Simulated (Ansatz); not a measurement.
The reference is HfS₂ in the CdI2 type structure (space group P-3m1, No. 164; a = 3.606 Å, c = 5.768 Å; layered, stacked along the Cartesian z axis).

One thing is altered: a fraction x = 0.5 of the Hf sites is given to Ti, ordered in a cell of 6 atoms (starting symmetry P-3m1) and fully relaxed.

The other end (x = 1) is TiS₂ in the CdI2 type structure (space group P-3m1, No. 164; layered, stacked along the Cartesian z axis): 18.00 Å³/atom, gap zero.

Levels (all Ansatz, a program for electronic structure, PAW): PBE-D3(BJ) (420 eV, no spin-orbit coupling); HSE06 (420 eV, no spin-orbit coupling).

The geometry is relaxed with PBE-D3(BJ).

PBE-D3(BJ) band gap: 0.14 eV

With HSE06 at the same geometry, the band gap increases by 0.74 eV (0.14 eV → 0.88 eV).

Single points use the geometry relaxed with PBE-D3(BJ). The hybrid gap comes from the SCF mesh plus the semilocal run's edge points and a few special points and is an upper bound. These are small ordered cells, not random alloys; other orderings at the same x differ. With Hf present, leaving out spin-orbit coupling can change the band edges. No phonon test of stability was made. All final runs are without spin polarisation. A zero or small gap of HfTiS4 and TiS2 can be the functional's error rather than a property of the material.
